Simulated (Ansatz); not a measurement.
**SnSe2: carrier doping**

Base system: SnSe₂ in the CdI2 type structure (space group P-3m1, No. 164; a = 3.826 Å, c = 6.231 Å; layered, stacked along the Cartesian z axis).

Carriers are added at fixed cell with a uniform background; the Fermi–Dirac width is that of 300 K.

All numbers come from Ansatz (a program for electronic structure) r2SCAN+rVV10, no spin-orbit coupling.

| variant | largest internal atomic displacement | gap character | gap between the host's bands |
|---|---|---|---|
| undoped | – | indirect, K–Γ (71 % along) → k = (0, 0.444, 0.300) in the run's primitive reciprocal basis | 0.92 eV |
| electrons 5.0×10^21 cm⁻³ | 0.039 Å | indirect, k = (0, 0.167, -0.100) in the run's primitive reciprocal basis → k = (0, 0.444, 0.400) in the run's primitive reciprocal basis | 0.73 eV |
| electrons 7.0×10^21 cm⁻³ | 0.059 Å | indirect, k = (0, 0.111, -0.200) in the run's primitive reciprocal basis → k = (0, 0.444, 0.400) in the run's primitive reciprocal basis | 0.63 eV |
| electrons 1.0×10^22 cm⁻³ | [?] | indirect, k = (0, 0.111, -0.200) in the run's primitive reciprocal basis → k = (0, 0.444, 0.400) in the run's primitive reciprocal basis | [?] |
| holes 5.0×10^21 cm⁻³ | 0.023 Å | indirect, K–Γ (71 % along) → k = (0, 0.444, 0.400) in the run's primitive reciprocal basis | 0.94 eV |
| holes 7.0×10^21 cm⁻³ | 0.033 Å | indirect, k = (0, 0.167, -0.100) in the run's primitive reciprocal basis → k = (0, 0.444, 0.400) in the run's primitive reciprocal basis | 0.94 eV |
| holes 1.0×10^22 cm⁻³ | 0.048 Å | indirect, k = (0, 0.167, -0.100) in the run's primitive reciprocal basis → k = (0, 0.444, 0.400) in the run's primitive reciprocal basis | 0.93 eV |

Problem. Complete the table.

Solution. 
- electrons 1.0×10^22 cm⁻³, largest internal atomic displacement: 0.093 Å
- electrons 1.0×10^22 cm⁻³, gap between the host's bands: 0.44 eV

Carriers are added with a uniform compensating background; total energy and stress of such cells depend on the potential's zero and are not compared; many-body gap narrowing is missing at this level. Gaps are read on the SCF mesh and a high-symmetry path. Stability against distortions was not tested.
